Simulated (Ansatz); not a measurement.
The starting structures come from a database of crystals and need not be the phases stable at ambient conditions.

Inside the gap of an insulator the Bloch states are evanescent, with a wavenumber k + iκ along the transport direction.

Input:

```yaml
crystal:
  lattice:
    - [7.45097, 0.00000, 0.00000]
    - [2.81703, 6.89792, 0.00000]
    - [1.81691, -3.78490, 6.15552]
  atoms:
    - { symbol: Cs, position: [0.75000, 0.50000, 0.75000] }
    - { symbol: Cs, position: [0.25000, 0.50000, 0.25000] }
    - { symbol: Cs, position: [0.73279, 0.00000, 0.26721] }
    - { symbol: Cs, position: [0.26721, 0.00000, 0.73279] }
    - { symbol: H, position: [0.91392, 0.32792, 0.24184] }
    - { symbol: H, position: [0.08608, 0.67208, 0.75816] }
    - { symbol: H, position: [0.75816, 0.15576, 0.91392] }
    - { symbol: H, position: [0.24184, 0.84424, 0.08608] }
    - { symbol: S, position: [0.75820, 0.99312, 0.75132] }
    - { symbol: S, position: [0.24180, 0.00688, 0.24868] }
    - { symbol: S, position: [0.24868, 0.50952, 0.75820] }
    - { symbol: S, position: [0.75132, 0.49048, 0.24180] }
```

Space group of this cell: I4/m. The cell is taken as given.

Transport runs along the normal of the first two printed cell vectors, the (101) plane of the conventional cell.

No gap correction and no spin-orbit coupling; mid-gap values are interpolated between computed energies.

**Question.** State the band gap and the smallest decay constant κ at mid-gap according to r2SCAN run with Ansatz (a quantum-chemistry and plane-wave program).

**Answer.** Gap 3.90 eV on a 6×6×6 mesh; κ = 0.316 1/Å, at the zone centre.
